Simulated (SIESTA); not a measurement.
# SIESTA run on CrO₂ (P4_2/mnm, 6 atoms in the cell): self-consistent single point

Level of theory: GGA PBE, numerical atomic orbitals DZP, PseudoDojo PBE standard norm-conserving potentials (rewritten from UPF to PSML) (SIESTA).

Input:

```
# files in the folder: Cr.psml O.psml (PseudoDojo PBE standard)
SystemName  CrO2
SystemLabel CrO2

NumberOfAtoms                6
NumberOfSpecies              2
%block ChemicalSpeciesLabel
  1 24 Cr
  2 8 O
%endblock ChemicalSpeciesLabel
LatticeConstant              1.0 Bohr
%block LatticeVectors
     8.412149859    0.000000000    0.000000000
     0.000000000    8.412149859    0.000000000
     0.000000000    0.000000000    5.559315366
%endblock LatticeVectors
AtomicCoordinatesFormat      ScaledCartesian
%block AtomicCoordinatesAndAtomicSpecies
     0.000000000    0.000000000    2.779657683  1
     4.206074929    4.206074929    0.000000000  1
     1.659380681    1.659380681    0.000000000  2
     6.752769178    6.752769178    0.000000000  2
     2.546694248    5.865455611    2.779657683  2
     5.865455611    2.546694248    2.779657683  2
%endblock AtomicCoordinatesAndAtomicSpecies

XC.functional                GGA
XC.authors                   PBE
PAO.BasisSize                DZP
PAO.EnergyShift              0.01 Ry
MeshCutoff                   300 Ry
%block kgrid.MonkhorstPack
    5   0   0  0.0
    0   5   0  0.0
    0   0   7  0.0
%endblock kgrid.MonkhorstPack
OccupationFunction           FD
ElectronicTemperature        0.1 eV
Spin                         polarized
%block DM.InitSpin
  1 +3.00
  2 +3.00
  3 +0.00
  4 +0.00
  5 +0.00
  6 +0.00
%endblock DM.InitSpin

MaxSCFIterations             150
SCF.Mixer.Method             Pulay
SCF.Mixer.Weight             0.1
SCF.Mixer.History            8
SCF.DM.Tolerance             1.0E-04
Diag.ParallelOverK           true
WriteForces                  true
Charge.Mulliken              end
```

The program printed (abridged):

```
reinit: Reading from file input.fdf

reinit: System Name: CrO2
reinit: System Label: CrO2

NOTE on units for spin output:
{S} is the spin magnetic moment, in units of the Bohr magneton,
assuming a g-factor for the electron spin of exactly 2.
The spin magnetic moment is then numerically equal to the charge inbalance,
in units of electrons, between the spin-up and -down channels.

coor:   Atomic-coordinates input format  =     Cartesian coordinates
coor:                                          (in units of alat)

siesta: Atomic coordinates (Bohr) and species
siesta:      0.00000   0.00000   2.77966  1        1
siesta:      4.20607   4.20607   0.00000  1        2
siesta:      1.65938   1.65938   0.00000  2        3
siesta:      6.75277   6.75277   0.00000  2        4
siesta:      2.54669   5.86546   2.77966  2        5
siesta:      5.86546   2.54669   2.77966  2        6

siesta: System type = bulk

initatomlists: Number of atoms, orbitals, and projectors:      6    90    88

siesta: ******************** Simulation parameters ****************************
redata: Spin configuration                          = collinear
redata: Time-Reversal Symmetry                      = T
redata: Number of Atomic Species                    =        2
redata: Mesh Cutoff                                 =   300.0000 Ry
redata: Net charge of the system                    =     0.0000 |e|
redata: Min. number of SCF Iter                     =        0
redata: Max. number of SCF Iter                     =      150
redata: SCF convergence failure will abort job
redata: SCF mix quantity                            = Hamiltonian
redata: Mix DM or H after convergence               =   F
redata: Recompute H after scf cycle                 =   F
redata: Mix DM in first SCF step                    =   T
redata: No kicks to SCF
redata: DM Mixing Weight for Kicks                  =     0.5000
   [... lines left out ...]
diag: Used triangular part                          = Lower
diag: Absolute tolerance                            =  0.100E-15
diag: Orthogonalization factor                      =  0.100E-05
diag: Memory factor                                 =  1.0000

superc: Internal auxiliary supercell:     5 x     5 x     7  =     175
superc: Number of atoms, orbitals, and projectors:   1050  15750  15400

                        Single-point calculation

superc: Internal auxiliary supercell:     5 x     5 x     7  =     175
superc: Number of atoms, orbitals, and projectors:   1050  15750  15400

outcell: Unit cell vectors (Ang):
        4.451518    0.000000    0.000000
        0.000000    4.451518    0.000000
        0.000000    0.000000    2.941863

outcell: Cell vector modules (Ang)   :    4.451518    4.451518    2.941863
outcell: Cell angles (23,13,12) (deg):     90.0000     90.0000     90.0000
outcell: Cell volume (Ang**3)        :     58.2960
new_DM -- step:     1
Initializing Density Matrix...

Attempting to read DM from file... Failed...
DM filled with atomic data (user-defined):

InitMesh: MESH = 48 x 48 x 32 = 73728
InitMesh: Mesh cutoff (required, used) =   300.000   321.343 Ry

stepf: Fermi-Dirac step function
        iscf     Eharris(eV)        E_KS(eV)     FreeEng(eV)     dDmax    Ef(eV) dHmax(eV)
   scf:    1    -6461.743190    -6586.724702    -6586.848350  0.529382  0.987328 30.294414
     spin moment: {S} , |S| = {        0.0        0.0    3.99758 }     3.99758
   scf:    2    -6635.810008    -6612.746934    -6612.875596  0.264874 -0.868908 22.188238
     spin moment: {S} , |S| = {        0.0        0.0    3.99992 }     3.99992
   scf:    3    -6477.074216    -6603.165520    -6603.282834  0.324041 -4.568240 19.624817
     spin moment: {S} , |S| = {        0.0        0.0    3.50410 }     3.50410
   scf:    4    -6449.155699    -6597.111100    -6597.240426  0.388284  0.042952 26.593619
     spin moment: {S} , |S| = {        0.0        0.0    3.99962 }     3.99962
   scf:    5    -6663.634016    -6639.135981    -6639.209279  0.341976 -3.853202  7.474908
     spin moment: {S} , |S| = {        0.0        0.0    3.99994 }     3.99994
   scf:    6    -6634.012311    -6636.697717    -6636.778157  0.019412 -3.723538  9.138536
   [... lines left out ...]
   scf:   12    -6643.191111    -6643.186108    -6643.238240  0.011218 -4.740965  0.082992
     spin moment: {S} , |S| = {        0.0        0.0    3.99994 }     3.99994
   scf:   13    -6643.184680    -6643.186289    -6643.238199  0.001471 -4.753247  0.087338
     spin moment: {S} , |S| = {        0.0        0.0    3.99994 }     3.99994
   scf:   14    -6643.183707    -6643.185143    -6643.236986  0.000651 -4.758313  0.154715
     spin moment: {S} , |S| = {        0.0        0.0    3.99994 }     3.99994
   scf:   15    -6643.187338    -6643.186720    -6643.238698  0.001094 -4.748338  0.030568
     spin moment: {S} , |S| = {        0.0        0.0    3.99994 }     3.99994
   scf:   16    -6643.186718    -6643.186735    -6643.238762  0.000262 -4.746317  0.007724
     spin moment: {S} , |S| = {        0.0        0.0    3.99994 }     3.99994
   scf:   17    -6643.186710    -6643.186725    -6643.238766  0.000094 -4.745665  0.000883
     spin moment: {S} , |S| = {        0.0        0.0    3.99994 }     3.99994
SCF Convergence by DM+H criterion
max |DM_out - DM_in|         :     0.0000943978
max |H_out - H_in|      (eV) :     0.0008827397
SCF cycle converged after 17 iterations

Using DM_out to compute the final energy and forces

siesta: E_KS(eV) =            -6643.1867

siesta: E_KS - E_eggbox =     -6643.1867

siesta: Atomic forces (eV/Ang):
     1   -0.000000   -0.000000   -0.000000
     2   -0.000000   -0.000000   -0.000000
     3   -0.105739   -0.105739    0.000000
     4    0.105739    0.105739    0.000000
     5    0.105747   -0.105747    0.000000
     6   -0.105747    0.105747    0.000000
   Tot   -0.000000   -0.000000    0.000000
   Max    0.105747
   Res    0.070495    sqrt( Sum f_i^2 / 3N )
   Max    0.105747    constrained

Stress tensor Voigt[x,y,z,yz,xz,xy] (kbar):       26.95       26.95       45.00        0.00        0.00        0.00
(Free)E + p*V (eV/cell)    -6644.4383
Target enthalpy (eV/cell)    -6643.2388

siesta: Program's energy decomposition (eV):
siesta: Ebs     =     -1309.463201
siesta: Eions   =      9174.344610
siesta: Ena     =       957.223451
siesta: Ekin    =      3273.525686
siesta: Enl     =      -617.443127
siesta: Eso     =         0.000000
siesta: Edftu   =         0.000000
siesta: DEna    =        77.689550
siesta: DUscf   =         7.517265
siesta: DUext   =         0.000000
siesta: Ex      =     -1097.808238
siesta: Ec      =       -69.546701
siesta: Exc     =     -1167.354940
siesta: Eharris =     -6643.186710
siesta: Etot    =     -6643.186725
siesta: FreeEng =     -6643.238766

siesta: Atomic forces (eV/Ang):
siesta:      1   -0.000000   -0.000000   -0.000000
siesta:      2   -0.000000   -0.000000   -0.000000
siesta:      3   -0.105739   -0.105739    0.000000
siesta:      4    0.105739    0.105739    0.000000
siesta:      5    0.105747   -0.105747    0.000000
siesta:      6   -0.105747    0.105747    0.000000
siesta: ----------------------------------------
siesta:    Tot   -0.000000   -0.000000    0.000000

siesta: Stress tensor (static) (eV/Ang**3):
siesta:     0.016822    0.000000    0.000000
siesta:     0.000000    0.016822    0.000000
siesta:     0.000000    0.000000    0.028087

   [... lines left out ...]
siesta: Cell volume =         58.295994 Ang**3
siesta:         -32.96819970        -34.78731499  kBar
   [... lines left out ...]

Species: Cr
Atom  Qatom  Qorb
               3s      4s      4s      3py     3pz     3px     4py     4pz
               4px     3dxy    3dyz    3dz2    3dxz    3dx2-y2 3dxy    3dyz
               3dz2    3dxz    3dx2-y2
   1  5.424   0.962   0.216  -0.011   0.982   0.971   0.982   0.121   0.132
              0.121   0.172   0.178   0.117   0.178   0.159   0.048   0.033

              0.022   0.033   0.007
   2  5.424   0.962   0.216  -0.011   0.982   0.971   0.982   0.121   0.132
              0.121   0.172   0.178   0.117   0.178   0.159   0.048   0.033

              0.022   0.033   0.007

Species: O
Atom  Qatom  Qorb
               2s      2s      2py     2pz     2px     2py     2pz     2px
               3Pdxy   3Pdyz   3Pdz2   3Pdxz   3Pdx2-y2
   3  3.288   0.873   0.017   0.809   0.800   0.809  -0.013  -0.011  -0.013
              0.003   0.004   0.003   0.004   0.003
   4  3.288   0.873   0.017   0.809   0.800   0.809  -0.013  -0.011  -0.013
   [... 5 lines left out ...]

mulliken: Qtot =       24.000

Mulliken Atomic Populations:
Atom #   charge [q] valence [e]      Sz [e]  Species
     1     0.857808   13.142192    2.294219  Cr
     2     0.857810   13.142190    2.294218  Cr
     3    -0.428904    6.428904   -0.147124  O
     4    -0.428904    6.428904   -0.147124  O
     5    -0.428905    6.428905   -0.147124  O
     6    -0.428905    6.428905   -0.147124  O
 Total    -0.000000                3.999942
```

The run converged in 17 iterations.

The starting cell comes from a database of computed structures (which also holds hypothetical and non-ambient phases and stackings), without a prior relaxation at this level. Its lattice was rescaled by a random factor within 2.5 % of one. The magnetic order is the one reached from the typed start; others were not searched systematically. Values carry the incompleteness of an atom-centred basis. With a pressure of about -3 GPa the cell is away from its equilibrium volume at this level.

Cost on one core of a shared machine: roughly 40 s.
